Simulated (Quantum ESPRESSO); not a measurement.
## A short convergence ladder for Mg2Pd (I4mm, 3 atoms in the cell)

```
Mg2Pd
1.0
   -1.62813     1.62813     5.06532
    1.62813    -1.62813     5.06532
    1.62813     1.62813    -5.06532
Mg Pd
2 1
Direct
  0.65216   0.65216   0.00000
  0.35278   0.35278   0.00000
  0.00000   0.00000   0.00000
```

Base method: PBEsol, SSSP 1.1.2 efficiency (PBE) pseudopotentials (plane waves; Quantum ESPRESSO).

Base settings: ecutwfc = 60 Ry; ecutrho = 480 Ry; occupations = smearing; smearing = fd; degauss = 0.0073499 Ry; input_dft = pbesol; potentials = {Mg: Mg.pbe-n-kjpaw_psl.0.3.0.UPF, Pd: Pd_ONCV_PBE-1.0.oncvpsp.upf}; K_POINTS = automatic 7 7 7 0 0 0; conv_thr = 1e-10 Ry; mixing_beta = 0.7.

The count of work is k-points × plane waves × bands × iterations; it is no time. 

**The k-point mesh**

The second cell is the first with its lattice scaled by 0.98.

Only quantities that move along the ladder and can be compared are tabulated.

```tsv
K_POINTS	free energy less the last step's (meV/atom)	energy of the compressed cell less the first (meV/atom)	pressure (GPa)	largest difference of a force vector from the last step's (eV/Å)	count of work / last
automatic 2 2 2 0 0 0	320.74	25.35	1.27	0.078	0.027
automatic 4 4 4 0 0 0	-22.42	4.07	-1.76	0.006	0.080
automatic 7 7 7 0 0 0	1.49	1.94	-2.04	0.021	0.24
automatic 12 12 12 0 0 0	0.00	1.38	-2.12	0.000	1.0
```

Coarsest K_POINTS that holds the energy of the compressed cell less the first within 2 meV/atom of the last step, with all finer ones: automatic 7 7 7 0 0 0, at 0.24 of the last step's count of work; the step before is off by 2.7 meV/atom.

Coarsest K_POINTS that holds the forces within 0.01 eV/Å: not settled: the last two steps still differ by 0.021 eV/Å, over half the tolerance, so the ladder does not show it.

Coarsest K_POINTS that holds the free energy within 5 meV/atom of the last step, with all finer ones: automatic 7 7 7 0 0 0, at 0.24 of the last step's count of work; the step before is off by 22 meV/atom.

On the base run: the starting cell comes from a database of computed structures (which also holds hypothetical and non-ambient phases and stackings), without a prior relaxation at this level. Its lattice was rescaled by up to half a per cent. One atom was moved a little off its site on purpose. Spin polarisation is off.
